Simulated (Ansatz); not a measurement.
Worked calculations on one periodic cell of amorphous Al$_{28}$O$_{44}$Hf: Al28O44Hf, 73 atoms, volume 802.6 Å³, made by a melt-quench on the CHGNet potential and relaxed with DFT. O atoms were pushed apart under 1.9 Å during the dynamics, to hinder bonds among them. It is a model cell: composition and starting density were chosen by hand, and all elements were melted together. Cycles of charging were run to anneal it. Computed with PBE, scalar-relativistic without spin-orbit coupling (plane waves to 420 eV, PAW; Ansatz, an electronic-structure program). Sampling: a 2×2×2 Γ-centred mesh; Fermi-Dirac width 0.02 eV; no spin polarisation. Its volume was held where the quench left it, its shape was held as a cube, and it stands at a mean pressure of 2.5 GPa with stress components up to 4.8 GPa; the relaxation ran on the zone centre alone. Its density went from a set 3.39 to 3.39 g/cm³. The cell is small and was quenched far faster than a real film, so it is one sample of the glass.

Question: Count formal charges (Al +3, O -2, Hf +4). What does the count lead one to expect at the Fermi level, and what does the calculation give?

Answer: 28 × (+3) + 44 × (-2) + 1 × (+4) = 0. The charges balance, so the anion-derived valence states can be full and a gap can open. On this mesh the highest filled and lowest empty level lie 3.24 eV apart; localised defect or tail levels set that (at the zone centre the more localised edge state sits most on one O atom with neighbours Al 1.74 Å, Al 1.83 Å, Al 2.14 Å), and the nearest spread-out levels lie 4.0 eV apart.

Four energies for an added electron at PBE on the zone centre alone (charged cells in a uniform background, spin-polarised): neutral at the neutral geometry -55834.710 eV; charged at the neutral geometry -55825.698 eV; charged and relaxed -55825.738 eV; neutral at the charged geometry -55834.663 eV.

Question: Find the two relaxation energies and their sum, the reorganisation energy.

Answer: On charging: -55825.698 − (-55825.738) = 0.040 eV. On discharging: -55834.663 − (-55834.710) = 0.047 eV. The sum is 0.087 eV. The carrier's level spreads over 56 of the 73 atoms' worth, more than a fifth of the atoms or a third of the atoms of its main element (six at least), and the sum is small, so it counts as a band carrier, whose relaxation energy shrinks as the cell grows. PBE's self-interaction favours spread-out carriers, so a hybrid can localise more.

Four energies for a hole at PBE on the zone centre alone (charged cells in a uniform background, spin-polarised): neutral at the neutral geometry -55834.710 eV; charged at the neutral geometry -55840.200 eV; charged and relaxed -55840.581 eV; neutral at the charged geometry -55833.986 eV.

Question: Find the two relaxation energies and their sum, the reorganisation energy.

Answer: On charging: -55840.200 − (-55840.581) = 0.381 eV. On discharging: -55833.986 − (-55834.710) = 0.724 eV. The sum is 1.105 eV. The carrier's level spreads over 4 of the 73 atoms' worth, so it counts as localised, most on one O atom with neighbours Al 1.74 Å, Al 1.83 Å, Al 2.14 Å (neutral geometry). The values are uncorrected: the image energy of a point charge in this cell, 2.84 × 14.40 / (2 × 9.3) = 2.2 eV before screening, is screened by electrons alone at the fixed geometry and by ions too after relaxing, and the carrier can be spread before it relaxes, so each term can be off by up to that value times 1/ε∞, some tenths of an eV. PBE's self-interaction favours spread-out carriers, so a hybrid can localise more.
